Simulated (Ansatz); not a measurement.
Element substitutions in MgS

The parent structure is MgS in the rock salt structure (space group Fm-3m, No. 225; a = 5.2297 Å).

Each row replaces one element on all its sites; cell and atoms are relaxed.

Computed with PBE (Ansatz, a quantum-chemistry and plane-wave program, PAW, without spin-orbit coupling).

Q: Only one of these keeps a band gap. Which?
(A) S → Mo
(B) S → Cl
(C) S → Se

A: C, S → Se. Computed: S → Se: 1.77 eV; S → Cl: zero; S → Mo: zero

No phonon test of stability was made. As relaxed here, MgCl and MgMo are hypothetical phases, not in the database extracts checked. All final runs are without spin polarisation. An odd electron count without spin: MgCl. MgMo has a high density of states at the Fermi level and may be magnetic at this level.
